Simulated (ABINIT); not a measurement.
ABINIT is run on Sr3CaI8 (I4/mmm, 12 atoms in the cell), and the run fails. The aim is a self-consistent single point with DFT, PBEsol, plane waves, PAW (JTH v2.0 PBE PAW, files made for PBE).

Cell that was meant: a = 9.8067 Å, b = 9.8067 Å, c = 9.8067 Å, α = 131.79°, β = 131.79°, γ = 70.56°.

Part of the input:

```
         0.6300700000    0.6300700000    0.5069600000
         0.3699300000    0.3699300000    0.4930400000
ecut 20
ixc -116133
occopt 7
tsmear 0.00073499
nband 60
```

The program printed (abridged):

```
 Perdew, Burke & Ernzerhof SOL
 J. P. Perdew, A. Ruzsinszky, G. I. Csonka, O. A. Vydrov, G. E. Scuseria, L. A. Constantin, X. Zhou, and K. Burke, Phys. Rev. Lett. 100, 136406 (2008)
 Perdew, Burke & Ernzerhof SOL
   [... lines left out ...]
  2.00  2.00  2.00  2.00  2.00  2.00  2.00  2.00  2.00  2.00  2.00  2.00
  2.00  2.00  2.00  2.00  2.00  2.00  2.00  2.00  2.00  2.00  2.00  2.00
  0.00  0.00  0.00  0.00  0.00  0.00  0.00  0.00  0.00  0.00  0.00  0.00
 LMac pawujat is:            0
 mpi_setup: With nkpt_me=6 and mkmem  = 6, ground state wf handled in core.
 mpi_setup: With nkpt_me=6 and mkqmem = 6, ground state wf handled in core.
 mpi_setup: With nkpt_me=6 and mk1mem = 6, ground state wf handled in core.
getng is called for the coarse grid:
 For input ecut=  2.000000E+01 best grid ngfft=      80      80      80
       max ecut=  2.299814E+01

 ==== FFT mesh ====
  FFT mesh divisions ........................    80   80   80
  Augmented FFT divisions ...................    81   81   80
  FFT algorithm .............................   312
  FFT cache size ............................    16
 getmpw: optimal value of mpw= 14812
getng is called for the fine grid:
 Using supplied coarse mesh as initial guess.
 For input ecut= -1.000000E+00 best grid ngfft=      80      80      80
       max ecut=  2.299814E+01

 ==== FFT mesh ====
  FFT mesh divisions ........................    80   80   80
  Augmented FFT divisions ...................    81   81   80
  FFT algorithm .............................   312
  FFT cache size ............................    16
 Symmetries : space group I4/m m m (#139); Bravais tI (body-center tetrag.)

 getdim_nloc: deduce lmnmax  =  18, lnmax  =   6,
                      lmnmaxso=  18, lnmaxso=   6.

--- !ERROR
src_file: m_memeval.F90
src_line: 2443
mpi_rank: 0
message: |
    The value of (paw)ecutdg is zero or negative, which is forbidden.
...

 abinit_abort: decision taken to exit. Check above messages for more info
Abort(13) on node 0 (rank 0 in comm 0): application called MPI_Abort(MPI_COMM_WORLD, 13) - process 0

--- !ERROR
src_file: m_memeval.F90
src_line: 2443
mpi_rank: 0
message: |
    The value of (paw)ecutdg is zero or negative, which is forbidden.
...
```

Read the log: what does the program object to, and what is the fix?

The fault is no cutoff for the fine PAW grid. PAW runs need a second, finer grid for the compensation charges. To fix it, give the fine-grid cutoff. The program stopped before any SCF iteration.

An input that runs soundly differs in these lines (not the only fix; some lines may just follow from the change or write a value another way):
```diff
+pawecutdg 40
```

With that input, the run converged in 18 iterations: free energy E − TS -6100.66 eV; top of the valence band (on the code's own zero) -2.47 eV; gap on the k-point mesh 2.87 eV; pressure -1.40 GPa; largest force (vector length) 0.001 eV/Å (DFT, PBEsol, plane waves, PAW (JTH v2.0 PBE PAW, files made for PBE)).

On the sound input: the starting cell comes from a database of computed structures (which also holds hypothetical and non-ambient phases and stackings), without a prior relaxation at this level. Spin-orbit coupling is off. The potentials were made for another functional than the one used.

These are the values that this program gave, and no reference: the one-centre exchange-correlation terms come from a truncated expansion.
